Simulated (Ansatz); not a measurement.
The starting structures come from a database of crystals and need not be the phases stable at ambient conditions.

Inside the gap of an insulator the Bloch states are evanescent, with a wavenumber k + iκ along the transport direction.

Input:

```
CELL_PARAMETERS angstrom
      5.91721     0.00000     0.00000
     -1.89502     5.60555     0.00000
      0.57144     0.79640     5.48839
ATOMIC_POSITIONS crystal
  Y  0.69089 0.30911 0.00000
  Y  0.30911 0.69089 0.00000
  Hf 0.25618 0.25618 0.60259
  Hf 0.74382 0.74382 0.39741
  O  0.40252 0.05984 0.80016
  O  0.59748 0.94016 0.19984
  O  0.94016 0.59748 0.19984
  O  0.05984 0.40252 0.80016
  O  0.44085 0.44085 0.27303
  O  0.55915 0.55915 0.72697
  O  0.00000 0.00000 0.50000
```

Space group of this cell: C2/m. The cell is taken as given; by PBEsol its mean pressure is -4.2 GPa.

Transport runs along the normal of the first two printed cell vectors.

The gap is the functional's own. No spin-orbit coupling. Mid-gap values are interpolated on the energy grid.

**Question.** State the band gap and the smallest decay constant κ at mid-gap according to Ansatz (an electronic-structure program) with PBEsol.

**Answer.** Gap 4.26 eV on a 6×6×6 mesh; κ = 0.430 1/Å, at the zone centre.
